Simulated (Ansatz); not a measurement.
Take SiGe in the wurtzite structure (space group P6_3mc, No. 186; a = 3.9004 Å, c = 6.4434 Å; a model cell, its experimental status unchecked) as the base.

Perturbation: a negative pressure, −1 GPa.

Levels (all Ansatz, a program for electronic structure, PAW, earlier PAW set): PBEsol (420 eV, no spin-orbit coupling); r2SCAN (500 eV, scalar-relativistic without spin-orbit coupling).

The geometry is relaxed with PBEsol.

| Property | Value |
|---|---|
| PBEsol smallest direct gap | 0.37 eV |
| PBEsol pressure | -0.99 GPa |
| PBEsol lowest conduction level above the VBM at special points | M 0.37 eV; Γ 0.37 eV; L 0.61 eV; K 1.01 eV |

**Question.** Predict the smallest direct gap, pressure and lowest conduction level above the VBM at special points from r2SCAN.

**Answer.** The smallest direct gap rises by 0.38 eV (0.37 eV → 0.75 eV); the pressure goes up by 0.227 GPa to -0.77 GPa; the lowest conduction level above the VBM at special points changes from M 0.37 eV; Γ 0.37 eV; L 0.61 eV; K 1.01 eV to M 0.67 eV; Γ 0.75 eV; L 0.93 eV; K 1.30 eV.

Single points use the geometry relaxed with PBEsol. Their cutoffs differ, which shifts pressures a little. Load acts through the strain it causes; cell and atoms are relaxed under it. Whether these cells are dynamically stable was not tested.
